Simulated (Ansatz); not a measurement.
## Equilibrium lattice constant a of cubic perovskite KZnF3: levels of theory against measurement

Reference value: 4.055 Å (measured, room temperature, no zero-point or thermal correction; as tabulated in Dubrovin et al. (2021), arXiv:2110.13026).

**Question.** Put these levels in order of the equilibrium lattice constant a that they give for cubic perovskite KZnF3, smallest first: HSE06 (Ansatz, a first-principles code), LDA (Ansatz), PBE (Ansatz), rVV10 (Ansatz), r²SCAN+rVV10 (Ansatz).

**Answer.** LDA (3.973 Å), r²SCAN+rVV10 (4.028 Å), HSE06 (4.079 Å), rVV10 (4.098 Å), PBE (4.128 Å)

Differences against the reference: LDA -2.02 %, PBE +1.80 %, rVV10 +1.06 %, r²SCAN+rVV10 -0.67 %, HSE06 +0.59 %.

The measured value isn't corrected to a static lattice, so vibrations enter the comparison. A static lattice is as a rule a little smaller than the measured one.  LDA, PBE, HSE06, r²SCAN+rVV10, rVV10: the relaxation could not lower the start's symmetry, so the cell can be a saddle point above a distorted one. Cutoffs and k meshes differ between the levels. Ansatz's density-functional and Hartree–Fock values are scalar-relativistic unless marked +SOC, with PAW data made under PBE.

Differences are worked out from the printed values.
